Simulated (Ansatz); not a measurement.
C on the 1x1 (111) surface of fcc Cu, one in a 2x2 cell, energies for each (22.8 Å²). Energies are against an atom of graphite, without zero-point or thermal terms; each row is named by its start.

These are PBE (plane waves to 420 eV, PAW; Ansatz, an electronic-structure program) values and carry that method's errors.

Set-up: 17 atoms, 6.2 Å thick at the start under the adsorbate (thin: gaps and levels are the slab's own); mesh 6x6x1; 0.1 eV smearing; dipole correction on; 8 atoms held, the rest relaxed; each run with such symmetry as its start has; spin-polarised, no spin-orbit, no U, no dispersion correction.

A negative adsorption energy means that the adsorbate is more stable on the surface than in its reference. Starts that drift may end in the same place. Heights count from the host atoms within 0.3 Å of the top one.

```
starting site                           E_ads (eV)  height (Å)  nearest host atom (Å)  bonded to  Δ work function (eV)  lateral drift (Å)  moment (μB)
--------------------------------------  ----------  ----------  ---------------------  ---------  --------------------  -----------------  -----------
top Cu                                        5.01        1.54                Cu 1.74         Cu                  1.08                0.0          0.0
hollow Cu-Cu-Cu over Cu at depth 2.1 Å         [?]        1.02                Cu 1.84       3 Cu                   [?]                0.0          0.0
hollow Cu-Cu-Cu over Cu at depth 4.1 Å        2.99        1.03                Cu 1.84       3 Cu                  0.86                0.0          0.0
bridge Cu-Cu (span 2.6 Å)                     2.99        1.02                Cu 1.84       3 Cu                  0.86                0.7          0.0
```

**Question.** Some entries are withheld; supply them.

**Answer.** 
- hollow Cu-Cu-Cu over Cu at depth 2.1 Å, E_ads (eV): 3.05
- hollow Cu-Cu-Cu over Cu at depth 2.1 Å, Δ work function (eV): 0.83
